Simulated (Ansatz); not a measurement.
Levels about the gap of amorphous Hf18O39Y2 (59 atoms in a cell of 774 Å³, 8.61 g/cm³; zone centre alone, so wide bands show as single levels with stretches between that a denser mesh fills), at the geometry that PBE relaxed, where it gives 0.0 GPa on a denser mesh. The participation number counts the atoms over which a state spreads; weights are charges in smoothed Voronoi cells. The levels come from a single point, so bond lengths are those of that geometry. Method of the levels: PBE, scalar-relativistic without spin-orbit coupling (Ansatz, an electronic-structure program). Sampling: the zone centre alone; Fermi-Dirac width 0.02 eV; no spin polarisation. At PBE the levels at the filled edge of the gap are localised (band-tail or defect states).

The cell was made by melting and quenching with the CHGNet potential and then relaxed with DFT. O atoms were pushed apart under 1.9 Å during the dynamics, to hinder bonds among them. The hot cell started wider than the set density and was brought back towards it in steps. It is the lowest in DFT energy of 2 quenches. It is a model cell: composition and starting density were chosen by hand, and all elements were melted together. No dispersion term was used. Its density started from a set value of 8.63 and ended at 8.61 g/cm³. Cooling (nominally 300 K/ps over its main leg) ran many orders faster than in experiment, which tends to leave more defects and strain. A cell of this size samples the disorder only roughly. Volume and shape were free in the relaxation.

```
E - E(highest filled), eV  filling  participation number        largest on  weight O  weight Hf  weight Y
-------------------------  -------  --------------------  ----------------  --------  ---------  --------
-0.34                       filled                  14.1   O, 3 neighbours      0.94       0.05      0.00
-0.29                       filled                  21.7   O, 4 neighbours      0.94       0.05      0.00
-0.28                       filled                  20.0   O, 4 neighbours      0.94       0.05      0.00
-0.21                       filled                  15.3   O, 4 neighbours      0.95       0.05      0.00
-0.17                       filled                  15.4   O, 3 neighbours      0.95       0.05      0.00
-0.12                       filled                  13.6   O, 3 neighbours      0.95       0.05      0.00
0.00                        filled                   7.6   O, 3 neighbours      0.95       0.04      0.00
4.22                         empty                  32.9  Hf, 7 neighbours      0.49       0.45      0.05
4.34                         empty                  30.8  Hf, 6 neighbours      0.47       0.50      0.03
4.48                         empty                  32.6  Hf, 8 neighbours      0.40       0.56      0.03
4.61                         empty                  28.9  Hf, 7 neighbours      0.37       0.58      0.05
4.68                         empty                  20.9  Hf, 7 neighbours      0.38       0.59      0.03
4.70                         empty                  31.0  Hf, 6 neighbours      0.40       0.53      0.07
4.71                         empty                  27.2  Hf, 6 neighbours      0.38       0.60      0.02
```

Most localised among these is the filled level at +0.00 eV, on a O atom, which has 3 neighbours (Hf 2.07 Å, Hf 2.10 Å, Hf 2.26 Å).
